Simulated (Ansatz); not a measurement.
Effect of strain tensor (xx, yy, zz, yz, xz, xy) = (+1.79, −1.59, −0.41, −0.78, +0.91, −0.88) % on MoSi2

Take MoSi$_{2}$ (space group I4/mmm, No. 139; a = 3.2017 Å, c = 7.8186 Å) as the base. Axes: x, y, z lie along a, b, c of the conventional cell.

One thing is altered: strain tensor (xx, yy, zz, yz, xz, xy) = (+1.79, −1.59, −0.41, −0.78, +0.91, −0.88) %; the atoms relax in the strained cell.

The values are results of r2SCAN in Ansatz (plane waves to 500 eV, PAW, no spin-orbit coupling), not measurements. Γ-centred 14×14×14 mesh, Fermi–Dirac width 0.05 eV.

```csv
quantity,base,changed,shift
space group,I4/mmm (No. 139),P-1 (No. 2),–
shortest interatomic distance,2.575 Å,2.566 Å,-0.0097 Å
energy relative to the base (free energy F),0 meV/atom,+15 meV/atom,+15 meV/atom
"pressure (mean of the normal stresses, compression positive)",0.0 GPa,0.9 GPa,+0.9 GPa
band gap,zero,zero,–
"stress (xx, yy, zz, yz, xz, xy; compression positive) (rough)",–,"(-4.9, 5.3, 2.3, 3.2, -3.7, 3.5) GPa",–
```

A case with no gap was solved on a k-mesh chosen for an insulator, which is coarse for it. Without a gap, meshes like the base's 14×14×14 leave anisotropic stresses uncertain by several tenths of a GPa, and small strain energies with them. Whether these cells are dynamically stable was not tested. All final runs are without spin polarisation.

Ansatz is a program for electronic structure.
